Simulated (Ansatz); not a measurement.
The parent structure is CuAu (space group P4/mmm, No. 123; relaxed with 0.1 eV smearing).

```
CuAu
1.0
    2.85312     0.00000     0.00000
    0.00000     2.85312     0.00000
    0.00000     0.00000     3.57027
Cu Au
1 1
Direct
  0.50000   0.50000   0.50000
  0.00000   0.00000   0.00000
```

Cartesian axes are those of the cell as printed.

Level of theory: Kohn–Sham DFT with the r2SCAN functional, run in Ansatz (a program for electronic structure) with PAW and 500 eV plane waves, no SOC.

Base values:

* **Pressure**: 0.0 GPa

Now apply this change: compressive biaxial strain of 1.40 % in the plane normal to [001], as in epitaxy on a mismatched substrate; the out-of-plane cell vector and the atoms relax.

Q: How does this affect the out-of-plane strain?

A: The out-of-plane strain comes out as +2.47 %.

Q: Predict the new pressure.

A: The pressure (mean of the normal stresses, compression positive) goes from zero to 0.7 GPa.

No phonon test of stability was made. The final runs are not spin-polarised.
